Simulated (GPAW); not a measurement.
# GPAW run on Sc₄Ti₃O₁₂ (P1, 19 atoms in the cell): self-consistent single point

Computed with LDA (Perdew-Wang 92), GPAW PAW datasets LDA (gpaw-data 1.0.1) (plane waves; GPAW).

The input file:

```python
from ase import Atoms
from ase.units import GPa
from gpaw import GPAW, PW, FermiDirac

atoms = Atoms(['Sc', 'Sc', 'Sc', 'Sc', 'Ti', 'Ti', 'Ti', 'O', 'O', 'O', 'O', 'O', 'O', 'O', 'O', 'O', 'O', 'O', 'O'],
              cell=[[5.929170, 0.000000, 0.000000],
                    [-0.940154, 5.983064, 0.000000],
                    [-1.002598, -1.118099, 5.891268]],
              positions=[[1.079465, 3.531821, 0.791492],
                         [4.049096, 3.632486, 2.305783],
                         [0.837082, 4.383821, 4.033751],
                         [2.879106, 1.348546, 5.116036],
                         [-1.914522, 4.851690, 5.832591],
                         [-0.065316, 1.263622, 3.587841],
                         [3.193220, 0.500577, 1.868298],
                         [5.151767, 0.280209, 1.885382],
                         [0.896574, 5.693246, 0.617876],
                         [-0.685593, 0.831843, 5.432574],
                         [-1.254833, 4.592425, 4.075815],
                         [3.119186, -0.724416, 5.372071],
                         [4.775355, 4.053363, 0.357718],
                         [1.102095, 2.523616, 4.844625],
                         [3.898864, 1.773476, 3.391250],
                         [2.222241, 4.529799, 2.433918],
                         [2.861708, 2.234537, 1.107558],
                         [0.119452, 2.879126, 2.526942],
                         [1.669944, 0.469791, 3.331217]],
              pbc=True)

calc = GPAW(mode=PW(900),
            xc='LDA',
            kpts=(3, 3, 3),
            occupations=FermiDirac(0.0),
            nbands=-8,
            convergence={'density': 1e-05, 'bands': -6},
            symmetry={'symmorphic': False, 'tolerance': 0.0005},
            maxiter=150,
            txt='-')

atoms.calc = calc

energy = atoms.get_potential_energy()
print('Energy (eV):', round(energy, 6))
forces = atoms.get_forces()
print('Forces (eV/Ang):')
print(forces.round(5))
stress = atoms.get_stress()
print('Stress (GPa, Voigt):', (stress / GPa).round(4))
```

The program printed (abridged):

```
Input parameters:
  convergence: {bands: -6,
                density: 1e-05}
  kpts: [3 3 3]
  maxiter: 150
  mode: {ecut: 900.0000000000001,
         name: pw}
  nbands: -8
  occupations: {fixmagmom: False,
                name: fermi-dirac,
                width: 0.0}
  symmetry: {symmorphic: False,
             tolerance: 0.0005}

species:
  Sc:
    name: Scandium
    Z: 21.0
    valence: 11
    core: 10
    charge: 0.0
    file: Sc.LDA.gz

    # Using partial waves for Sc as LCAO basis

  Ti:
    name: Titanium
    Z: 22.0
    valence: 12
    core: 10
    charge: 0.0
    file: Ti.LDA.gz

    # Using partial waves for Ti as LCAO basis

  O:
    name: Oxygen
    Z: 8.0
    valence: 6
    core: 2
    charge: 0.0
    file: O.LDA.gz

    # Using partial waves for O as LCAO basis

Reference energy: -176823.256847  # eV

Spin-paired calculation

Convergence criteria:
 Maximum [total energy] change in last 3 cyles: 0.0005 eV / valence electron
 Maximum integral of absolute [dens]ity change: 1e-05 electrons / valence electron
 Maximum integral of absolute [eigenst]ate change: 4e-08 eV^2 / valence electron
 Maximum number of scf [iter]ations: 150

Symmetries present (total): 1
Symmetries with fractional translations: 0
27 k-points: 3 x 3 x 3 Monkhorst-Pack grid
14 k-points in the irreducible part of the Brillouin zone
       k-points in crystal coordinates                weights
   0:     0.00000000    0.00000000    0.00000000          1/27
   1:     0.00000000    0.00000000    0.33333333          2/27
   2:     0.00000000    0.33333333   -0.33333333          2/27
   3:     0.00000000    0.33333333    0.00000000          2/27
   4:     0.00000000    0.33333333    0.33333333          2/27
   5:     0.33333333   -0.33333333   -0.33333333          2/27
   6:     0.33333333   -0.33333333    0.00000000          2/27
   7:     0.33333333   -0.33333333    0.33333333          2/27
   8:     0.33333333    0.00000000   -0.33333333          2/27
   9:     0.33333333    0.00000000    0.00000000          2/27
          ...
  13:     0.33333333    0.33333333    0.33333333          2/27

Wave functions: Plane wave expansion
  Cutoff energy: 900.000 eV
  Number of coefficients (min, max): 12805, 12825
  Pulay-stress correction: 0.000000 eV/Ang^3 (de/decut=0.000000)

Occupation numbers: # Zero width

Eigensolver

Densities:
  Coarse grid: 42*42*45 grid
  Fine grid: 84*84*90 grid
  Total Charge: 0.000000

Density mixing:
  Method: separate
  Backend: pulay
  Linear mixing parameter: 0.05
  old densities: 5
  Damping of long wavelength oscillations: 50

Hamiltonian:
  XC and Coulomb potentials evaluated on a 84*84*90 grid
  External potential:
    NoExternalPotential

Number of atoms: 19
Number of atomic orbitals: 139
Number of bands in calculation: 84
Number of valence electrons: 152
Bands to converge: 78

Density initialized from atomic densities
  84 bands from LCAO basis set

Atomic positions and initial magnetic moments

Positions:
   0 Sc     1.079465    3.531821    0.791492    ( 0.0000,  0.0000,  0.0000)
   1 Sc     4.049096    3.632486    2.305783    ( 0.0000,  0.0000,  0.0000)
   2 Sc     0.837082    4.383821    4.033751    ( 0.0000,  0.0000,  0.0000)
   3 Sc     2.879106    1.348546    5.116036    ( 0.0000,  0.0000,  0.0000)
   4 Ti    -1.914522    4.851690    5.832591    ( 0.0000,  0.0000,  0.0000)
   5 Ti    -0.065316    1.263622    3.587841    ( 0.0000,  0.0000,  0.0000)
   6 Ti     3.193220    0.500577    1.868298    ( 0.0000,  0.0000,  0.0000)
   7 O      5.151767    0.280209    1.885382    ( 0.0000,  0.0000,  0.0000)
   8 O      0.896574    5.693246    0.617876    ( 0.0000,  0.0000,  0.0000)
   9 O     -0.685593    0.831843    5.432574    ( 0.0000,  0.0000,  0.0000)
  10 O     -1.254833    4.592425    4.075815    ( 0.0000,  0.0000,  0.0000)
  11 O      3.119186   -0.724416    5.372071    ( 0.0000,  0.0000,  0.0000)
  12 O      4.775355    4.053363    0.357718    ( 0.0000,  0.0000,  0.0000)
  13 O      1.102095    2.523616    4.844625    ( 0.0000,  0.0000,  0.0000)
  14 O      3.898864    1.773476    3.391250    ( 0.0000,  0.0000,  0.0000)
  15 O      2.222241    4.529799    2.433918    ( 0.0000,  0.0000,  0.0000)
  16 O      2.861708    2.234537    1.107558    ( 0.0000,  0.0000,  0.0000)
  17 O      0.119452    2.879126    2.526942    ( 0.0000,  0.0000,  0.0000)
  18 O      1.669944    0.469791    3.331217    ( 0.0000,  0.0000,  0.0000)

Unit cell:
           periodic     x           y           z      points  spacing
  1. axis:    yes    5.929170    0.000000    0.000000    42     0.1368
  2. axis:    yes   -0.940154    5.983064    0.000000    42     0.1400
  3. axis:    yes   -1.002598   -1.118099    5.891268    45     0.1309

  Lengths:   5.929170   6.056480   6.079670
  Angles:   98.979403  99.492003  98.930200

Effective grid spacing dv^(1/3) = 0.1381

     iter     time        total  log10-change:
                         energy   eigst   dens
iter:   1 --:--:--  -203.792618   +0.85
iter:   2 --:--:--  -196.674121   +0.15  -0.94
iter:   3 --:--:--  -176.622372   +0.87  -0.98
iter:   4 --:--:--  -178.833130   +0.12  -1.40
iter:   5 --:--:--  -181.470048   -0.43  -1.38
iter:   6 --:--:--  -180.244474   -0.05  -1.34
iter:   7 --:--:--  -183.938527   +0.29  -1.73
iter:   8 --:--:--  -180.958676   -0.62  -1.50
iter:   9 --:--:--  -181.481513   -0.61  -1.72
iter:  10 --:--:--  -184.894311   -0.08  -1.70
iter:  11 --:--:--  -179.960899   -0.54  -1.42
iter:  12 --:--:--  -185.245138   +0.50  -1.74
iter:  13 --:--:--  -179.694992   -0.40  -1.51
iter:  14 --:--:--  -179.734225   -1.08  -2.31
iter:  15 --:--:--  -179.763448c  -1.78  -2.62
iter:  16 --:--:--  -179.769080c  -2.15  -2.74
iter:  17 --:--:--  -179.772477c  -2.16  -2.79
iter:  18 --:--:--  -179.770647c  -2.71  -2.75
iter:  19 --:--:--  -179.771013c  -2.97  -2.86
iter:  20 --:--:--  -179.771321c  -3.16  -2.93
   [... 19 lines left out ...]
iter:  40 --:--:--  -179.771039c  -5.41  -4.74
iter:  41 --:--:--  -179.771039c  -5.55  -4.75
iter:  42 --:--:--  -179.771043c  -5.33  -4.84
iter:  43 --:--:--  -179.771039c  -5.67  -4.53
iter:  44 --:--:--  -179.771039c  -5.81  -4.98
iter:  45 --:--:--  -179.771038c  -5.90  -5.07c
iter:  46 --:--:--  -179.771039c  -5.97  -5.34c
iter:  47 --:--:--  -179.771038c  -6.16  -5.03c
iter:  48 --:--:--  -179.771038c  -6.33  -5.61c
iter:  49 --:--:--  -179.771039c  -6.37  -5.68c
iter:  50 --:--:--  -179.771039c  -6.51  -5.53c
iter:  51 --:--:--  -179.771039c  -6.59  -5.68c
iter:  52 --:--:--  -179.771038c  -6.70  -5.44c
iter:  53 --:--:--  -179.771038c  -6.84  -5.85c
iter:  54 --:--:--  -179.771039c  -6.96  -6.16c
iter:  55 --:--:--  -179.771039c  -7.05  -5.91c
iter:  56 --:--:--  -179.771038c  -7.05  -5.78c
iter:  57 --:--:--  -179.771038c  -7.23  -5.98c
iter:  58 --:--:--  -179.771038c  -7.34  -6.29c
iter:  59 --:--:--  -179.771039c  -7.40c -6.19c

Converged after 59 iterations.

Dipole moment: (-0.863042, 1.086121, 1.373240) |e|*Ang

Energy contributions relative to reference atoms: (reference = -176823.256847)

Kinetic:       +121.273894
Potential:     -153.692550
External:        +0.000000
XC:            -150.757607
Entropy (-ST):   +0.000000
Local:           +3.405224
SIC:             +0.000000
--------------------------
Free energy:   -179.771039
Extrapolated:  -179.771039

Showing only first 2 kpts
 Kpt  Band  Eigenvalues  Occupancy
  0    74      4.86887    2.00000
  0    75      4.94109    2.00000
  0    76      7.77026    0.00000
  0    77      7.86385    0.00000

  1    74      4.69863    2.00000
  1    75      4.86252    2.00000
  1    76      7.73472    0.00000
  1    77      7.89796    0.00000

Fermi level: 6.33791

Gap: 2.794 eV
Transition (v -> c):
  (s=0, k=0, n=75, [0.00, 0.00, 0.00]) -> (s=0, k=1, n=76, [0.00, 0.00, 0.33])
Direct/indirect transitions are different
Direct gap: 2.829 eV
Transition at: (s=0, k=0, n=75, [0.00, 0.00, 0.00])
Energy (eV): -179.771039

Forces in eV/Ang:
  0 Sc   -0.03388    0.05338   -0.03981
  1 Sc   -0.04448   -0.12250    0.01083
  2 Sc    0.01727   -0.04302   -0.04154
  3 Sc    0.02242   -0.05319    0.01806
  4 Ti    0.07001   -0.04955   -0.10712
  5 Ti    0.06201    0.19229   -0.03490
  6 Ti    0.03380    0.05808    0.01893
  7 O    -0.18539    0.08884    0.02162
  8 O    -0.06751   -0.04687    0.02316
  9 O     0.00508    0.01842   -0.19780
 10 O     0.07998   -0.12872    0.13135
 11 O     0.04869    0.13178   -0.00954
 12 O     0.04552    0.00153    0.12714
 13 O    -0.13049   -0.00472    0.03861
 14 O     0.06735   -0.11033   -0.03844
 15 O    -0.01040    0.05789   -0.12129
 16 O     0.15868   -0.04316    0.02011
 17 O    -0.07515    0.02336    0.07761
 18 O    -0.06352   -0.02348    0.10296

Stress tensor:
     0.087309     0.000114     0.000746
     0.000114     0.084714     0.000882
     0.000746     0.000882     0.086106
Stress (GPa, Voigt): [13.9884 13.5726 13.7957  0.1414  0.1196  0.0182]
```

The run converged in 59 iterations. GPAW prints stress with tension positive.

At such cutoffs GPAW's stress carries a finite-basis (Pulay) error, which enters relaxed cells too; its log prints stress with tension positive.

The starting cell comes from a database of computed structures (which also holds hypothetical and non-ambient phases and stackings), without a prior relaxation at this level.

Cost on one core of a shared machine: roughly 30 min.
